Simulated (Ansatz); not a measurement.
This concerns the formation energy of Re_W in W (bcc, Im-3m). Reaction: Re (hcp) + 63 W (bcc) → cell A.

Cell A: a supercell of 64 sites of W (bcc, Im-3m) with Re on a W site (8 W at 2.75 Å); spin state with PBE: run without spin, k-point mesh 4×4×4.
```
CELL_PARAMETERS angstrom
     11.02913     0.00000     0.00000
     -3.67638    10.39836     0.00000
     -3.67638    -5.19918     9.00525
ATOMIC_POSITIONS crystal
  W  0.00000 0.00000 0.00000
  W  0.00011 0.00011 0.25002
  W  0.00000 0.00000 0.50000
  W  0.99989 0.99989 0.74998
  W  0.00011 0.25002 0.00011
  W  0.00026 0.25013 0.25013
  W  0.00011 0.25009 0.50000
  W  0.00000 0.25000 0.75000
  W  0.00000 0.50000 0.00000
  W  0.00011 0.50000 0.25009
  W  0.00000 0.50000 0.50000
  W  0.99989 0.50000 0.74991
  W  0.99989 0.74998 0.99989
  W  0.00000 0.75000 0.25000
  W  0.99989 0.74991 0.50000
  W  0.99974 0.74987 0.74987
  W  0.25002 0.00011 0.00011
  W  0.25013 0.00026 0.25013
  W  0.25009 0.00011 0.50000
  W  0.25000 0.00000 0.75000
  W  0.25013 0.25013 0.00026
  W  0.25034 0.25034 0.25034
  W  0.25042 0.25042 0.50000
  W  0.25009 0.25009 0.74998
  W  0.25009 0.50000 0.00011
  W  0.25042 0.50000 0.25042
  W  0.25034 0.50000 0.50000
  W  0.25013 0.50000 0.74987
  W  0.25000 0.75000 0.00000
  W  0.25009 0.74998 0.25009
  W  0.25013 0.74987 0.50000
  W  0.25002 0.74991 0.74991
  W  0.50000 0.00000 0.00000
  W  0.50000 0.00011 0.25009
  W  0.50000 0.00000 0.50000
  W  0.50000 0.99989 0.74991
  W  0.50000 0.25009 0.00011
  W  0.50000 0.25042 0.25042
  W  0.50000 0.25034 0.50000
  W  0.50000 0.25013 0.74987
  W  0.50000 0.50000 0.00000
  W  0.50000 0.50000 0.25034
  Re 0.50000 0.50000 0.50000
  W  0.50000 0.50000 0.74966
  W  0.50000 0.74991 0.99989
  W  0.50000 0.74987 0.25013
  W  0.50000 0.74966 0.50000
  W  0.50000 0.74958 0.74958
  W  0.74998 0.99989 0.99989
  W  0.75000 0.00000 0.25000
  W  0.74991 0.99989 0.50000
  W  0.74987 0.99974 0.74987
  W  0.75000 0.25000 0.00000
  W  0.74998 0.25009 0.25009
  W  0.74987 0.25013 0.50000
  W  0.74991 0.25002 0.74991
  W  0.74991 0.50000 0.99989
  W  0.74987 0.50000 0.25013
  W  0.74966 0.50000 0.50000
  W  0.74958 0.50000 0.74958
  W  0.74987 0.74987 0.99974
  W  0.74991 0.74991 0.25002
  W  0.74958 0.74958 0.50000
  W  0.74966 0.74966 0.74966
```

Reference: Re (hcp, P6₃/mmc), 2 atoms in the cell; spin state with PBE: run without spin, k-point mesh 24×24×14 on the run's own vectors. Conventional cell: a = b = 2.7765 Å, c = 4.4808 Å, α = β = 90.00°, γ = 120.00°.

Reference: W (bcc, Im-3m), 64 atoms in the cell, the relaxed perfect crystal repeated, atoms not moved again; spin state with PBE: run without spin, k-point mesh 4×4×4 on the run's own vectors.

Computed with Ansatz (plane waves, PAW), its PAW set soft_1, cutoff 420 eV, 500 eV for r2SCAN. The structures are at rest with PBE, within the held lattices; other levels are single points on them. Neutral cells; Fermi-Dirac smearing of at most 0.10 eV in the solids, energies taken to zero width. The lattices are those relaxed with PBE, so at other levels the solids can be strained, which adds to the spread. Larger cells are relaxed from a start prepared with the learned potential CHGNet, on a coarser mesh till forces fall under 0.03 eV/Å, which some starts already meet. A dispersion term (D3(BJ), or D4 for r2SCAN) was computed beside these levels and is taken off wherever the name lacks it. Space groups of crystals are read within 0.01 Å. No zero-point or thermal terms. No structure search was made; lower ones may exist. Spin-orbit coupling is left out. Values are for these cell sizes. Mesh and cell size may move defect energies by 0.1 eV or more. Cell A has symmetry Im-3m within 0.02 Å and got no random move, so less symmetric positions, which may lie lower, weren't tried.

Estimate the value that r2SCAN returns for this input.

0.14 eV, for Re (hcp) + 63 W (bcc) → cell A.

What do the other levels give, and how wide is the spread?


```json
[
 {"Method": "PBE", "value (eV)": "0.18", "less r2SCAN": "0.04"}
]
```

The levels shown span only 0.04 eV, too little to tell them apart.

Ansatz is an electronic-structure program.
